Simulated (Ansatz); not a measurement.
Consider Mo in the bcc (W type) structure (space group Im-3m, No. 229; a = 3.111 Å).

Method: LDA/PAW in Ansatz (an electronic-structure program), scalar-relativistic without spin-orbit coupling.

For the base:

```
Item                   Value
-------------------  -------
Lattice parameter a  3.111 Å
Band gap                zero
```

Modification: a hydrostatic pressure of 30 GPa.

Problem. What happens to the lattice parameter a and band gap?

Solution. The lattice parameter a decreases by 0.087 Å (3.111 Å → 3.024 Å); the band gap stays zero.

Load acts through the strain it causes; cell and atoms are relaxed under it. Stability against distortions was not tested. No other phases were tried under pressure. The final runs are not spin-polarised.
